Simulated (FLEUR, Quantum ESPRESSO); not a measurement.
A Quantum ESPRESSO input for a self-consistent single point of La₂Mg (C2/c, 6 atoms in the cell) (DFT, LDA (PZ), plane waves, GBRV 1.5 ultrasoft (LDA) pseudopotentials):

```fortran
&CONTROL
  calculation = 'scf'
  prefix = 'La2Mg'
  outdir = './out'
  pseudo_dir = './'
  verbosity = 'high'
  tprnfor = .true.
  tstress = .true.
/
&SYSTEM
  ibrav = 0
  celldm(1) = 11.4587486992
  nat = 6
  ntyp = 2
  ecutwfc = 40
  ecutrho = 200
  occupations = 'smearing'
  smearing = 'gaussian'
  degauss = 0.0147
/
&ELECTRONS
  conv_thr = 1.0d-10
  mixing_beta = 0.4
/
ATOMIC_SPECIES
La   138.9055  la_lda_v1.uspp.F.UPF
Mg    24.3050  mg_lda_v1.4.uspp.F.UPF
ATOMIC_POSITIONS {angstrom}
La    4.4343066290   -0.5411834594    4.1336392956
La    2.5747013710    0.5411834594    1.4075807044
La    0.8468393710   -0.5411834594    4.1781907044
La    6.1621686290    0.5411834594    1.3630292956
Mg    4.3684350000   -2.5887323848    1.3853050000
Mg    2.6405730000    2.5887323848    4.1559150000
K_POINTS {automatic}
4 4 3  0 0 0
CELL_PARAMETERS {alat}
   0.8628986448    -0.5053770165     0.0000000000
   0.8628986448     0.5053770165     0.0000000000
  -0.5699027087     0.0000000000     0.9138334797
```

### Question
Give the FLEUR input for the same structure, mesh, smearing and functional.

### Answer
This is the input that was run; spellings and numerical settings could be chosen otherwise.

Input of the input generator:

```
La2Mg
&input film=f /
0.8628986448 -0.5053770165 -0.0000000000
0.8628986448 0.5053770165 -0.0000000000
-0.5699027087 -0.0000000000 0.9138334797
11.4587486992
1.0 1.0 1.0

6
57 0.7583800000 0.5817800000 0.7459800000
57 0.2416200000 0.4182200000 0.2540200000
57 0.4182200000 0.2416200000 0.7540200000
57 0.5817800000 0.7583800000 0.2459800000
12 0.9223800000 0.0776200000 0.2500000000
12 0.0776200000 0.9223800000 0.7500000000

&comp jspins=1 /
&exco xctyp='vwn' /
&kpt div1=4 div2=4 div3=3 gamma=t /
&end /
```

```xml
<?xml version="1.0" encoding="UTF-8" standalone="no"?>
<fleurInput fleurInputVersion="0.39">
   <comment>
      La2Mg                                                                                               
   </comment>
   <calculationSetup>
      <cutoffs Kmax="3.8" Gmax="11.4" GmaxXC="11.4" numbands="0"/>
      <scfLoop itmax="80" minDistance="0.00001" maxIterBroyd="40" imix="Anderson" alpha="0.05" precondParam="0.0" spinf="2.0"/>
      <coreElectrons ctail="T" frcor="F" kcrel="0" coretail_lmax="0"/>
      <xcFunctional name="vwn" relativisticCorrections="F"/>
      <magnetism jspins="1"/>
      <soc l_soc="F" theta="0.0" phi="0.0" spav="F"/>
      <expertModes spex="0" secvar="F"/>
      <geometryOptimization l_f="T" forcealpha="1.0" forcemix="BFGS" epsdisp="0.00001" epsforce="0.00001"/>
      <ldaU l_linMix="F" mixParam="0.05" spinf="1.0"/>
   </calculationSetup>
   <cell>
      <bzIntegration valenceElectrons="64.0" mode="gauss" fermiSmearingEnergy="0.00734986">
         <kPointListSelection listName="default-1"/>
         <!-- k-points included here -->
         <xi:include xmlns:xi="http://www.w3.org/2001/XInclude" href="kpts.xml"> </xi:include>
      </bzIntegration>
      <!-- symmetry operations included here -->
      <xi:include xmlns:xi="http://www.w3.org/2001/XInclude" href="sym.xml"> </xi:include>
      <bulkLattice scale="1.0">
         <bravaisMatrix>
            <row-1>    9.8877387236434426    -5.7909882304249516     0.0000000000000000</row-1>
            <row-2>    9.8877387236434426     5.7909882304249516     0.0000000000000000</row-2>
            <row-3>   -6.5303719219866814     0.0000000000000000    10.4713881967977827</row-3>
         </bravaisMatrix>
      </bulkLattice>
   </cell>
   <atomSpecies>
      <species name="Lanthanum (La)" element="La" atomicNumber="57">
         <mtSphere radius="2.68" gridPoints="925" logIncrement="0.014"/>
         <atomicCutoffs lmax="10" lnonsphr="8"/>
         <electronConfig flipSpins="F">
            <coreConfig>(1s1/2) (2s1/2) (2p1/2) (2p3/2) (3s1/2) (3p1/2) (3p3/2) (4s1/2) (3d3/2) (3d5/2) (4p1/2) (4p3/2) (4d3/2) (4d5/2)</coreConfig>
            <valenceConfig>(5s1/2) (5p1/2) (5p3/2) (6s1/2) (5d3/2) (5d5/2)</valenceConfig>
            <stateOccupation state="(5d3/2)" spinUp="0.2" spinDown="0.2"/>
            <stateOccupation state="(5d5/2)" spinUp="0.3" spinDown="0.3"/>
         </electronConfig>
         <energyParameters s="6" p="6" d="5" f="4"/>
         <lo type="SCLO" l="0" n="5" eDeriv="0"/>
         <lo type="SCLO" l="1" n="5" eDeriv="0"/>
      </species>
      <species name="Magnesium (Mg)" element="Mg" atomicNumber="12">
         <mtSphere radius="2.68" gridPoints="925" logIncrement="0.013"/>
         <atomicCutoffs lmax="10" lnonsphr="8"/>
         <electronConfig flipSpins="F">
            <coreConfig>(1s1/2)</coreConfig>
            <valenceConfig>(2s1/2) (2p1/2) (2p3/2) (3s1/2)</valenceConfig>
         </electronConfig>
         <energyParameters s="3" p="3" d="3" f="4"/>
         <lo type="SCLO" l="0" n="2" eDeriv="0"/>
         <lo type="SCLO" l="1" n="2" eDeriv="0"/>
      </species>
   </atomSpecies>
   <atomGroups>
      <atomGroup species="Lanthanum (La)">
         <relPos label="                   1">-.2416200000 -.4182200000 -.2540200000</relPos>
         <relPos label="                   2">.2416200000 .4182200000 .2540200000</relPos>
         <relPos label="                   3">.4182200000 .2416200000 -.2459800000</relPos>
         <relPos label="                   4">-.4182200000 -.2416200000 .2459800000</relPos>
         <force calculate="T" relaxXYZ="TTT"/>
      </atomGroup>
      <atomGroup species="Magnesium (Mg)">
         <relPos label="                   5">-.0776200000 .0776200000 1.000/4.000</relPos>
         <relPos label="                   6">.0776200000 -.0776200000 -1.000/4.000</relPos>
         <force calculate="T" relaxXYZ="TTT"/>
      </atomGroup>
   </atomGroups>
   <output dos="F" band="F" slice="F">
      <checks vchk="F" cdinf="F"/>
      <bandDOS minEnergy="-.5*Htr" maxEnergy="0.5*Htr" sigma="0.015" storeEVData="T"/>
      <vacuumDOS vacdos="F" integ="F" star="F" nstars="0" locx1="0.0" locy1="0.0" locx2="0.0" locy2="0.0" nstm="0" tworkf="0.0"/>
      <unfoldingBand unfoldBand="F" supercellX="1" supercellY="1" supercellZ="1"/>
      <plotting iplot="0" polar="F">
         <plot TwoD="T" vec1="  1.0  0.0  0.0" vec2="  0.0  1.0  0.0" vec3="  0.0  0.0  1.0" zero="  0.0  0.0  0.0" file="plot"/>
      </plotting>
      <chargeDensitySlicing numkpt="0" minEigenval="0.0" maxEigenval="0.0" nnne="0" pallst="F"/>
      <specialOutput eonly="F"/>
      <magneticCircularDichroism mcd="F" energyLo="-10.0" energyUp="0.0"/>
   </output>
  <!-- We include the file relax.xml here to enable relaxations (see documentation) -->
  <xi:include xmlns:xi="http://www.w3.org/2001/XInclude" href="relax.xml"> <xi:fallback/> </xi:include>
</fleurInput>
```

Basis, cutoffs, solver keys and any potentials are the target program's own. This input uses DFT, LDA (Vosko-Wilk-Nusair), all-electron FLAPW (FLEUR), scalar-relativistic valence. LDA parametrisations can differ slightly between programs.

The starting cell comes from a database of computed structures (which also holds hypothetical and non-ambient phases and stackings), without a prior relaxation at this level. Its lattice was rescaled by a random factor within 2.5 % of one. For this run, on top of that: lattice scaled by 0.98.
